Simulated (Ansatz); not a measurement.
Given:

End structure of Li on the 1x1 (0001) surface of hcp Co, ferromagnetic, one in a 1x1 cell, started at the site 'hollow Co-Co-Co over Co at depth 2.0 Å':

```yaml
crystal:
  lattice:
    - [2.49292, 0.00000, 0.00000]
    - [-1.24646, 2.15893, 0.00000]
    - [0.00000, 0.00000, 25.50000]
  atoms:
    - { symbol: Co, position: [0.66667, 0.33333, 0.38286] }
    - { symbol: Co, position: [0.33333, 0.66667, 0.45946] }
    - { symbol: Co, position: [0.66667, 0.33333, 0.54024] }
    - { symbol: Co, position: [0.33333, 0.66667, 0.61761] }
    - { symbol: Li, position: [0.66667, 0.33333, 0.70043] }
```

Slab: 5 atoms, 6.0 Å thick at the start under the adsorbate (thin: gaps and levels are the slab's own); k 14x14x1, smearing 0.1 eV, dipole-corrected; 2 atoms held, the rest relaxed; held to the start's symmetry, so lower structures may exist; spin-polarised, no spin-orbit, no U, no dispersion correction. At the end it is bonded to 3 Co. In PBE it is, or lies within 0.03 eV of, the lowest of the starts that converged.

A negative adsorption energy means that the adsorbate is more stable on the surface than in its reference.

Task: Give the adsorption energy against an atom of bcc Li at the level PBE (Ansatz, a quantum-chemistry and plane-wave program).

Result: -101 meV

Task: Give the change of the step from the bottom to the top vacuum level, against the clean slab at the level PBE.

Result: -0.78 eV

Task: What is the computed work function of the top face (PBE)?

Result: 4.18 eV

Task: Predict the change of the work function from PBE.

Result: -0.79 eV
